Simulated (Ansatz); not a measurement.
BN under a change: uniaxial strain ε_xx = +5.35 %

Consider BN in the h-BN type structure (space group P6_3/mmc, No. 194; a = 2.500 Å, c = 6.525 Å; layered, stacked along the Cartesian z axis). Axes: x lies along a and z along c of the hexagonal cell.

It is then changed as follows: uniaxial strain ε_xx = +5.35 %, all other strain components held at zero; the atoms relax in the strained cell.

The values are results of r2SCAN+rVV10/PAW in Ansatz (an electronic-structure program), without spin-orbit coupling, earlier PAW set, not measurements. k-mesh 15×15×5 (Γ-centred); smearing 0.05 eV (Fermi–Dirac).

| quantity | base | changed | shift |
|---|---|---|---|
| space group | P6_3/mmc (No. 194) | Cmcm (No. 63) | – |
| shortest interatomic distance | 2.727 bohr | 2.748 bohr | +0.021 bohr |
| energy relative to the base (free energy F) | 0 meV/atom | +66 meV/atom | +66 meV/atom |
| pressure (mean of the normal stresses, compression positive) | 0.00 GPa | -17.30 GPa | -17.30 GPa |
| band gap | 4.74 eV | 4.47 eV | -0.27 eV |
| gap character | – | indirect, k = (0.200, 0.400, 0) in the run's primitive reciprocal basis → S | – |
| smallest direct gap | 5.18 eV | 4.76 eV | -0.42 eV |
| largest internal atomic displacement | – | 0.053 Å | – |
| stress (xx, yy, zz, yz, xz, xy; compression positive) | – | (-42.81, -9.00, -0.10, 0.00, 0.00, 0.00) GPa | – |

Stability against distortions was not tested. Labels are those of the standard path for the cell's own space group.
